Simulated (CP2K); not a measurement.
A self-consistent single point of KI (Fm-3m, 2 atoms in the cell) with CP2K.

Method of the run: LDA (Pade form), GPW, DZVP-MOLOPT-SR-GTH basis, GTH-PADE potentials (GTH_POTENTIALS) run with CP2K.

```yaml
crystal:
  lattice:
    - [4.99925, 0.00000, 0.00000]
    - [2.49962, 4.32947, 0.00000]
    - [2.49962, 1.44316, 4.08187]
  atoms:
    - { symbol: K, position: [0.00000, 0.00000, 0.00000] }
    - { symbol: I, position: [0.50000, 0.50000, 0.50000] }
```

Reference input (self-consistent single point, DFT PBE, GPW, DZVP-MOLOPT-SR-GTH basis, GTH-PBE potentials (GTH_POTENTIALS)): CUTOFF = 500 Ry; REL_CUTOFF = 50 Ry; SMEAR/METHOD = FERMI_DIRAC; ELECTRONIC_TEMPERATURE = 580.23 K; KPOINTS/SCHEME = MONKHORST-PACK 4 4 4; GAMMA_CENTERED = T; XC_FUNCTIONAL = PBE; K/BASIS_SET = DZVP-MOLOPT-SR-GTH; K/POTENTIAL = GTH-PBE-q9; I/BASIS_SET = DZVP-MOLOPT-SR-GTH; I/POTENTIAL = GTH-PBE-q7; METHOD = GPW. This run's input differs from it in these lines:

```diff
@@ -44,3 +44,3 @@
     &XC
-      &XC_FUNCTIONAL PBE
+      &XC_FUNCTIONAL PADE
       &END XC_FUNCTIONAL
@@ -74,3 +74,3 @@
       BASIS_SET DZVP-MOLOPT-SR-GTH
-      POTENTIAL GTH-PBE-q9
+      POTENTIAL GTH-PADE-q9
     &END KIND
@@ -78,3 +78,3 @@
       BASIS_SET DZVP-MOLOPT-SR-GTH
-      POTENTIAL GTH-PBE-q7
+      POTENTIAL GTH-PADE-q7
     &END KIND
```

Output (repeated stretches shortened):

```
 SCF WAVEFUNCTION OPTIMIZATION

  Step     Update method      Time    Convergence         Total energy    Change
     1 NoMix/Diag. 0.30E+00      -     0.94576274       -39.8739953565 -3.99E+01
     2 Broy./Diag. 0.30E+00      -     0.00792236       -39.8503460527  2.36E-02
     3 Broy./Diag. 0.30E+00      -     0.05259745       -39.7975831456  5.28E-02
     4 Broy./Diag. 0.30E+00      -     0.00211506       -39.8787768589 -8.12E-02
     5 Broy./Diag. 0.30E+00      -     0.00133835       -39.9015781657 -2.28E-02
     6 Broy./Diag. 0.30E+00      -     0.00188759       -39.8980890840  3.49E-03
   [... 3 lines left out ...]
    10 Broy./Diag. 0.30E+00      -     0.00004003       -39.8875385836 -6.82E-04
    11 Broy./Diag. 0.30E+00      -     0.00000925       -39.8875960718 -5.75E-05
    12 Broy./Diag. 0.30E+00      -     0.00001006       -39.8875846642  1.14E-05
    13 Broy./Diag. 0.30E+00      -     0.00000027       -39.8875758789  8.79E-06
  *** SCF run converged in    13 steps ***

  Overlap energy of the core charge distribution:               0.00000000000000
  Self energy of the core charge distribution:                -81.80748961442467
  Core Hamiltonian energy:                                     18.23454556683950
  Hartree energy:                                              30.17856126954451
  Exchange-correlation energy:                                 -6.49319310090825
  Electronic entropic energy:                                  -0.00000000000000
  Fermi energy:                                                 0.07940557392771

  Total energy:                                               -39.88757587894892
  Total energy (extrapolated to T->0):                        -39.88757587894892

                     Mulliken Population Analysis

   [... lines left out ...]

 STRESS| Analytical stress tensor [bar]
 STRESS|                        x                   y                   z
 STRESS|      x       -1.25177258452E+04   8.01354603861E-02   5.66573085115E-02
 STRESS|      y        8.01354603861E-02  -1.25178289147E+04   2.28982475376E-02
 STRESS|      z        5.66573085115E-02   2.28982475376E-02  -1.25178414642E+04
 STRESS| 1/3 Trace                                            -1.25177987414E+04
```

The run converged in 13 iterations. Against the reference run the pressure goes from 0.63 to -1.25 GPa and the gap on the mesh goes from 3.918 to 3.630 eV.

The starting cell has typed, rounded lattice constants, without a prior relaxation at this level. Spin-orbit coupling is off. Values carry the incompleteness of an atom-centred basis.
